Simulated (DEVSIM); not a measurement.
System: Si/Ge p-n heterojunction, at 350 K.

```tsv
layer (left to right)	material	thickness (μm)	Nd (cm⁻³)	Na (cm⁻³)	τn (s)	τp (s)
1	Si	0.250	-	1.1e17	4.2e-6	4.2e-6
2	Ge	1.60	3.3e16	-	4.2e-6	4.2e-6
```

Left contact: ohmic. Right contact: ohmic. Voltage is applied to the left contact. Recombination: SRH at mid-gap, radiative. Mobility is μmin + (μ − μmin)/(1 + (N/Nref)^α).

The device is made up for the run: typed textbook-type constants, with dimensions and the other settings drawn at random. Values at 300 K; Nc and Nv go as T^1.5, mobilities as T to minus their exponent, the gap by Varshni's rule with the affinity fixed.

| parameter | Si | Ge |
|---|---|---|
| gap (eV) | 1.124 | 0.664 |
| affinity (eV) | 4.05 | 4 |
| permittivity | 11.7 | 16 |
| Nc (cm⁻³) | 2.86e19 | 1.04e19 |
| Nv (cm⁻³) | 3.1e19 | 6e18 |
| μn (cm²/Vs) | 1417 | 3900 |
| μp (cm²/Vs) | 470 | 1900 |
| μn,min | 52 | 150 |
| μp,min | 45 | 100 |
| Nref,n | 9.7e16 | 2.6e17 |
| Nref,p | 2.2e17 | 4e17 |
| αn | 0.68 | 0.56 |
| αp | 0.72 | 0.6 |
| T exponent of μn | 2.3 | 1.66 |
| T exponent of μp | 2.2 | 2.33 |
| B (cm³/s) | 4.7e-15 | 6.4e-14 |
| Varshni α (eV/K) | 0.000473 | 0.000477 |
| Varshni β (K) | 636 | 235 |

Simulated with DEVSIM: 1D drift-diffusion, Boltzmann statistics, complete ionisation; no tunnelling, impact ionisation, image-force lowering or self-heating. Band offsets follow the typed affinities; no thermionic-emission limit at abrupt steps, no polarisation charge.

Question: Tabulate band edges, carrier densities and field at zero bias.

Answer: Energies count from the Fermi level of the right contact; mesh points crowd at the junctions.

```json
[
 {"x (μm)": "0.000", "Ec (eV)": "0.934", "Ev (eV)": "-0.177", "n (cm⁻³)": "1300000", "p (cm⁻³)": "1.1e17", "field (V/cm)": "≈ 0"},
 {"x (μm)": "0.005129", "Ec (eV)": "0.934", "Ev (eV)": "-0.177", "n (cm⁻³)": "1300000", "p (cm⁻³)": "1.1e17", "field (V/cm)": "≈ 0"},
 {"x (μm)": "0.01634", "Ec (eV)": "0.934", "Ev (eV)": "-0.177", "n (cm⁻³)": "1300000", "p (cm⁻³)": "1.1e17", "field (V/cm)": "≈ 0"},
 {"x (μm)": "0.03823", "Ec (eV)": "0.934", "Ev (eV)": "-0.177", "n (cm⁻³)": "1300000", "p (cm⁻³)": "1.1e17", "field (V/cm)": "≈ 0"},
 {"x (μm)": "0.1103", "Ec (eV)": "0.934", "Ev (eV)": "-0.177", "n (cm⁻³)": "1300000", "p (cm⁻³)": "1.1e17", "field (V/cm)": "-66"},
 {"x (μm)": "0.1799", "Ec (eV)": "0.919", "Ev (eV)": "-0.192", "n (cm⁻³)": "2100000", "p (cm⁻³)": "6.7e16", "field (V/cm)": "-10000"},
 {"x (μm)": "0.2179", "Ec (eV)": "0.798", "Ev (eV)": "-0.312", "n (cm⁻³)": "1.1e8", "p (cm⁻³)": "1.2e15", "field (V/cm)": "-60000"},
 {"x (μm)": "0.2411", "Ec (eV)": "0.614", "Ev (eV)": "-0.496", "n (cm⁻³)": "5.1e10", "p (cm⁻³)": "2.8e12", "field (V/cm)": "-99000"},
 {"x (μm)": "0.2481", "Ec (eV)": "0.540", "Ev (eV)": "-0.570", "n (cm⁻³)": "6.0e11", "p (cm⁻³)": "2.4e11", "field (V/cm)": "-110000"},
 {"x (μm)": "0.2521", "Ec (eV)": "0.553", "Ev (eV)": "-0.091", "n (cm⁻³)": "1.4e11", "p (cm⁻³)": "3.7e17", "field (V/cm)": "-71000"},
 {"x (μm)": "0.2602", "Ec (eV)": "0.505", "Ev (eV)": "-0.139", "n (cm⁻³)": "7.0e11", "p (cm⁻³)": "7.4e16", "field (V/cm)": "-52000"},
 {"x (μm)": "0.2850", "Ec (eV)": "0.397", "Ev (eV)": "-0.247", "n (cm⁻³)": "2.5e13", "p (cm⁻³)": "2.1e15", "field (V/cm)": "-38000"},
 {"x (μm)": "0.3313", "Ec (eV)": "0.264", "Ev (eV)": "-0.380", "n (cm⁻³)": "2.1e15", "p (cm⁻³)": "2.5e13", "field (V/cm)": "-20000"},
 {"x (μm)": "0.4239", "Ec (eV)": "0.185", "Ev (eV)": "-0.459", "n (cm⁻³)": "2.8e16", "p (cm⁻³)": "1.9e12", "field (V/cm)": "-1700"},
 {"x (μm)": "0.7184", "Ec (eV)": "0.180", "Ev (eV)": "-0.464", "n (cm⁻³)": "3.3e16", "p (cm⁻³)": "1.6e12", "field (V/cm)": "≈ 0"},
 {"x (μm)": "1.198", "Ec (eV)": "0.180", "Ev (eV)": "-0.464", "n (cm⁻³)": "3.3e16", "p (cm⁻³)": "1.6e12", "field (V/cm)": "≈ 0"},
 {"x (μm)": "1.538", "Ec (eV)": "0.180", "Ev (eV)": "-0.464", "n (cm⁻³)": "3.3e16", "p (cm⁻³)": "1.6e12", "field (V/cm)": "≈ 0"},
 {"x (μm)": "1.702", "Ec (eV)": "0.180", "Ev (eV)": "-0.464", "n (cm⁻³)": "3.3e16", "p (cm⁻³)": "1.6e12", "field (V/cm)": "≈ 0"},
 {"x (μm)": "1.800", "Ec (eV)": "0.180", "Ev (eV)": "-0.464", "n (cm⁻³)": "3.3e16", "p (cm⁻³)": "1.6e12", "field (V/cm)": "≈ 0"},
 {"x (μm)": "1.828", "Ec (eV)": "0.180", "Ev (eV)": "-0.464", "n (cm⁻³)": "3.3e16", "p (cm⁻³)": "1.6e12", "field (V/cm)": "≈ 0"},
 {"x (μm)": "1.843", "Ec (eV)": "0.180", "Ev (eV)": "-0.464", "n (cm⁻³)": "3.3e16", "p (cm⁻³)": "1.6e12", "field (V/cm)": "≈ 0"},
 {"x (μm)": "1.850", "Ec (eV)": "0.180", "Ev (eV)": "-0.464", "n (cm⁻³)": "3.3e16", "p (cm⁻³)": "1.6e12", "field (V/cm)": "≈ 0"}
]
```
